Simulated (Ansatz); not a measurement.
## A constructed model of the (100) surface of rock-salt TiC, a layer of Al, one atom over each Ti (bottom of the slab: a bare face, its two planes held)

The numbers are results of PBE (plane waves to 420 eV, PAW; Ansatz, a first-principles code), not measurements.

Slab: 13 atoms, 13.8 Å thick at the start with caps and adatoms (thin: gaps and levels are the slab's own); k 12x12x1, smearing 0.1 eV, dipole-corrected; 4 atoms held, the rest relaxed; symmetry of the start imposed; no spin, no spin-orbit, no U. In PBE it lies 1.33 eV a 1x1 cell over the lowest computed structure of the same composition (a layer of Al, one atom over each C).

| Item | Value |
|---|---|
| work function of the top face | 3.77 eV |
| energy released by relaxation | 0.089 eV |
| cost | about 3 core-minutes (a rough figure) |
